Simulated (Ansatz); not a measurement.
The starting structures come from a database of crystals and need not be the phases stable at ambient conditions.

By PBEsol, the system below comes out a metal.

Without scattering a metal conducts by its projected Fermi surface.

Input:

```xyz
6
Lattice="5.1236 0.0000 0.0000 0.0000 7.2759 0.0000 2.5618 -3.6379 2.6302" Properties=species:S:1:pos:R:3 pbc="T T T"
Hf     5.1236     4.5439     1.3151
Hf     2.5618    -0.9060     1.3151
V      0.0000     0.0000     0.0000
V      2.5618     3.6379     0.0000
V      3.8427     1.8190     1.3151
V      1.2809     1.8190     1.3151
```

Space group of this cell: Imma. The cell is taken as given; by PBEsol its mean pressure is -5.9 GPa.

The current flows along the normal of the first two printed cell vectors. No spin-orbit coupling; the value is a mean over 0.1 eV about the Fermi level.

Problem. Compute, with PBEsol in Ansatz (a program for electronic structure), the ballistic conductance per area.

Solution. 1.1 × 10¹⁵ S/m² for both spins.
